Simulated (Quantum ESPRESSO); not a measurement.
# Short convergence ladders for WSe2 (P3m1, 6 atoms in the cell)

```xyz
6
Lattice="1.6482 -2.8548 0.0000 1.6482 2.8548 0.0000 0.0000 0.0000 13.0248" Properties=species:S:1:pos:R:3 pbc="T T T"
W      1.6482     0.9516     3.3062
W      1.6482    -0.9516     9.7686
Se     1.6482     0.9516    11.4488
Se     1.6482    -0.9516     4.9364
Se     1.6482    -0.9516     1.5760
Se     1.6482     0.9516     8.0884
```

Base method: PBEsol, SSSP 1.1.2 efficiency (PBE) pseudopotentials (plane waves; Quantum ESPRESSO 7.5).

Base settings: ecutwfc = 40 Ry; ecutrho = 320 Ry; occupations = smearing; smearing = fd; degauss = 0.0036749 Ry; input_dft = pbesol; potentials = {W: W_pbe_v1.2.uspp.F.UPF, Se: Se_pbe_v1.uspp.F.UPF}; K_POINTS = automatic 4 4 1 0 0 0; conv_thr = 1e-09 Ry; mixing_beta = 0.7.

The count of work is k-points × plane waves × bands × iterations; it is no time. Core times come from one kind of shared machine, to one figure; runs under 30 s give none.

**Shifted k-point meshes**

Only quantities that move along the ladder and can be compared are tabulated.

| K_POINTS | free energy less the last step's (meV/atom) | pressure (GPa) | largest difference of a force vector from the last step's (eV/Å) | count of work / last | core time / last (rough) |
|---|---|---|---|---|---|
| automatic 2 2 1 1 1 1 | -150.00 | -4.38 | 0.163 | 0.0040 | 0.05 |
| automatic 4 4 1 1 1 1 | -1.55 | -2.92 | 0.052 | 0.011 | 0.06 |
| automatic 6 6 2 1 1 1 | -0.21 | -2.88 | 0.001 | 0.039 | 0.1 |
| automatic 8 8 2 1 1 1 | -0.10 | -2.88 | 0.001 | 0.068 | 0.09 |
| automatic 20 20 5 1 1 1 | 0.00 | -2.87 | 0.000 | 1.0 | 1 |

Coarsest K_POINTS that holds the free energy within 0.5 meV/atom of the last step, with all finer ones: automatic 6 6 2 1 1 1, at 0.039 of the last step's count of work and about 0.1 of the last step's time; the step before is off by 1.5 meV/atom.

Coarsest K_POINTS that holds the forces within 0.01 eV/Å of the last step, with all finer ones: automatic 6 6 2 1 1 1, at 0.039 of the last step's count of work and about 0.1 of the last step's time; the step before is off by 0.052 eV/Å.

Coarsest K_POINTS that holds the pressure within 0.1 GPa of the last step, with all finer ones: automatic 4 4 1 1 1 1, at 0.011 of the last step's count of work and about 0.06 of the last step's time; the step before is off by 1.5 GPa.

**The SCF threshold**

The mesh stays at the base's, so the ladder's end is converged at best in this setting alone.

Only quantities that move along the ladder and can be compared are tabulated.

```tsv
conv_thr	free energy less the last step's (meV/atom)	largest difference of a force vector from the last step's (eV/Å)	count of work / last
0.0073 Ry	1.89	0.277	0.24
7.3e-05 Ry	0.07	0.075	0.38
7.3e-07 Ry	0.00	0.011	0.52
7.3e-09 Ry	0.00	0.001	0.67
1e-09 Ry	0.00	0.000	0.71
7.3e-14 Ry	0.00	0.000	1.0
```

Coarsest conv_thr that holds the forces within 0.02 eV/Å of the last step, with all finer ones: 7.3e-07 Ry; the step before is off by 0.075 eV/Å.

Coarsest conv_thr that holds the free energy within 1 meV/atom of the last step, with all finer ones: 7.3e-05 Ry, at 0.38 of the last step's count of work; the step before is off by 1.9 meV/atom.

On the base run: the starting cell has typed, rounded lattice constants, without a prior relaxation at this level. Its lattice was rescaled by up to half a per cent. One atom was moved a little off its site on purpose. Spin polarisation is off. In the base run, with a pressure of about -3 GPa the cell is away from its equilibrium volume at this level. In the base run, forces exceed 1 eV/Å.
